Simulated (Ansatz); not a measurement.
Start from MgSe in the rock salt structure (space group Fm-3m, No. 225; a = 5.4722 Å).

Calculations: Ansatz (an electronic-structure program) r2SCAN, no spin-orbit coupling.

One change was made to it. Results:

```csv
quantity,base,after
"valley order (the lowest conduction-band minima on the path, energy above the VBM, named in the base's zone)",X along ⟨100⟩ 2.48 eV; Γ 3.44 eV,X along ⟨100⟩ 2.49 eV; Γ 3.47 eV
lattice parameter a,5.472 Å,5.464 Å
"hole mass (degenerate bands, along [100])","0.20, 0.79, 0.79 mₑ (at Γ)","0.20, 0.79, 0.79 mₑ (at Γ)"
```

Which change produced these results?
(A) pressure 0.7 GPa
(B) pressure 3 GPa
(C) pressure 0.3 GPa
(D) pressure 1.5 GPa

C, pressure 0.3 GPa. For comparison, the valley order in the other runs: pressure 0.7 GPa gives X along ⟨100⟩ 2.50 eV; Γ 3.51 eV; pressure 3 GPa gives X along ⟨100⟩ 2.55 eV; Γ 3.74 eV; pressure 1.5 GPa gives X along ⟨100⟩ 2.52 eV; Γ 3.60 eV.

The levels and masses belong to the bands next to the band gap. Load acts through the strain it causes; cell and atoms are relaxed under it. Masses are band curvatures over ±0.01 Å⁻¹ around the edge. No phonon test of stability was made.
